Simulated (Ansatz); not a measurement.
Reference: Si (Fd-3m), PBEsol with spin-orbit coupling, rigid bands (plane waves, PAW; Ansatz, an electronic-structure program); axes and stresses refer to this cell.

```yaml
crystal:
  lattice:
    - [0.00000, 2.71691, 2.71691]
    - [2.71691, 0.00000, 2.71691]
    - [2.71691, 2.71691, 0.00000]
  atoms:
    - { symbol: Si, position: [0.25000, 0.25000, 0.25000] }
    - { symbol: Si, position: [0.00000, 0.00000, 0.00000] }
```

band gap: 0.45 eV
hole conductivity mass: 0.35 mₑ
Seebeck coefficient, n-type 1e19 cm⁻³: -309 μV/K

### Question
Change: biaxial stress xx = yy = 1 GPa (compression positive). What happens to band gap, hole conductivity mass, Seebeck coefficient, n-type 1e19 cm⁻³?

### Answer
band gap decreases to 0.38 eV; hole conductivity mass shrinks to 0.34 mₑ; Seebeck coefficient, n-type 1e19 cm⁻³ drops in size to -282 μV/K.

### Question
Change: uniaxial stress along [110] of -2 GPa (compression positive). What happens to band gap, hole conductivity mass, Seebeck coefficient, n-type 1e19 cm⁻³?

### Answer
band gap shrinks to 0.34 eV; hole conductivity mass falls to 0.34 mₑ; Seebeck coefficient, n-type 1e19 cm⁻³ drops in size to -259 μV/K.

### Question
Change: uniaxial stress along [110] of 1 GPa (compression positive). What happens to band gap, hole conductivity mass, Seebeck coefficient, n-type 1e19 cm⁻³?

### Answer
band gap shrinks to 0.39 eV; hole conductivity mass falls to 0.32 mₑ; Seebeck coefficient, n-type 1e19 cm⁻³ drops in size to -299 μV/K.

### Question
Change: uniaxial stress along [111] of -2 GPa (compression positive). What happens to band gap, hole conductivity mass, Seebeck coefficient, n-type 1e19 cm⁻³?

### Answer
band gap decreases to 0.41 eV; hole conductivity mass shrinks to 0.33 mₑ; Seebeck coefficient, n-type 1e19 cm⁻³ goes up in size to -319 μV/K.

### Question
Change: uniaxial stress along [111] of 1 GPa (compression positive). What happens to band gap, hole conductivity mass, Seebeck coefficient, n-type 1e19 cm⁻³?

### Answer
band gap decreases to 0.41 eV; hole conductivity mass decreases to 0.32 mₑ; Seebeck coefficient, n-type 1e19 cm⁻³ moves little, to -311 μV/K.

### Question
Change: uniaxial stress along [111] of 2 GPa (compression positive). What happens to band gap, hole conductivity mass, Seebeck coefficient, n-type 1e19 cm⁻³?

### Answer
band gap falls to 0.35 eV; hole conductivity mass decreases to 0.29 mₑ; Seebeck coefficient, n-type 1e19 cm⁻³ goes up in size to -319 μV/K.

Masses are for dilute carriers at 300 K, harmonic means over directions unless an axis is named. Seebeck coefficients are for the stated density at 300 K, with one relaxation time for all states and whether or not that doping can be reached. Stresses and pressures are the targets of the relaxation.  The structure type is held under load, also where the real crystal would transform.
